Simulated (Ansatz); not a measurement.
# B (model structure, started from the black-P type, Cmce, No. 64, 4 atoms in the cell)

Computed with r²SCAN (Ansatz, an electronic-structure program, PAW).

Settings: plane-wave cutoff 560 eV, 22×22×16 k mesh (along the axes of the cell as run), Fermi–Dirac smearing 0.05 eV, scalar-relativistic PAW data made under PBE.

Cell (relaxed at this level):

```yaml
crystal:
  lattice:
    - [1.46846, -2.66147, 0.00000]
    - [1.46846, 2.66147, 0.00000]
    - [0.00000, 0.00000, 3.26580]
  atoms:
    - { symbol: B, position: [0.34421, 0.65579, 0.59021] }
    - { symbol: B, position: [0.65579, 0.34421, 0.40979] }
    - { symbol: B, position: [0.84421, 0.15579, 0.90979] }
    - { symbol: B, position: [0.15579, 0.84421, 0.09021] }
```

```json
{
 "band_gap": "none",
 "bulk modulus B0": "266 GPa"
}
```

Note: the bulk modulus is −V dP/dV from two relaxed cells at ±2 % in volume; the relaxation could raise the start's symmetry but not lower it, so the cell can be a saddle point.

Static lattice: no zero-point or thermal effects.

Cost on a shared machine: around 12 core-minutes (rough).

A model structure was made by putting elements into a prototype or built by hand; it is no filed structure, need not be a known phase, and can be a saddle point held by its symmetry.
